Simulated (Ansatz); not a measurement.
# How far PBE and r2SCAN part for ZnSe, isotropic strain +0.87 %

Take ZnSe in the zinc blende structure (space group F-43m, No. 216; a = 5.733 Å) as the base.

(Cell as relaxed with PBE.)

Levels (all Ansatz, a program for electronic structure, PAW): PBE (420 eV, no spin-orbit coupling); r2SCAN (500 eV, no spin-orbit coupling).

Each level relaxes its own structure.

```tsv
base	PBE	r2SCAN
volume per atom	23.55 Å³	22.73 Å³
lattice parameter a	5.733 Å	5.665 Å
band gap	1.15 eV	1.87 eV
```

It is then changed as follows: an isotropic linear strain of +0.87 %; the atoms relax in the strained cell.

| quantity | PBE | r2SCAN |
|---|---|---|
| hole mass (degenerate bands, along [100]) | 0.088, 0.65, 0.65 mₑ (at Γ) | 0.13, 0.62, 0.62 mₑ (at Γ) |
| band gap | 1.05 eV | 1.76 eV |
| gap character | direct at Γ | direct at Γ |
| energy relative to the base (free energy F) | +2.8 meV/atom | +3.1 meV/atom |
| electron mass | 0.084 mₑ (at Γ) | 0.12 mₑ (at Γ) |

PBE's band gap lies 0.71 eV below r2SCAN's; PBE's energy relative to the base lies 0.3 meV/atom below r2SCAN's; the two agree on the gap character. Neither level is exact; r2SCAN is the comparison here, not a measurement.

Effective masses come from finite differences of ±0.01 Å⁻¹. Stability against distortions was not tested.
